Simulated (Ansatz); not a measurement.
Start from HfO$_{2}$ in the fluorite structure (space group Fm-3m, No. 225; a = 5.001 Å).

Calculations: LDA (Ansatz, a first-principles code, PAW, without spin-orbit coupling).

Base values:

| Item | Value |
|---|---|
| Band gap | 3.66 eV |
| Width of the top valence band | 1.90 eV |

It is then changed as follows: every lattice vector is stretched by 0.50 %, atoms relaxed at fixed cell.

Problem. How does this affect the band gap and width of the top valence band?

Solution. The band gap falls by 0.03 eV (3.66 eV → 3.63 eV); the width of the top valence band decreases by 0.02 eV (1.90 eV → 1.88 eV).

With Hf present, leaving out spin-orbit coupling can change the band edges. The cells carry an imposed strain or load. Stability against distortions was not tested. This is not the structure that HfO2 has at room temperature and ambient pressure.
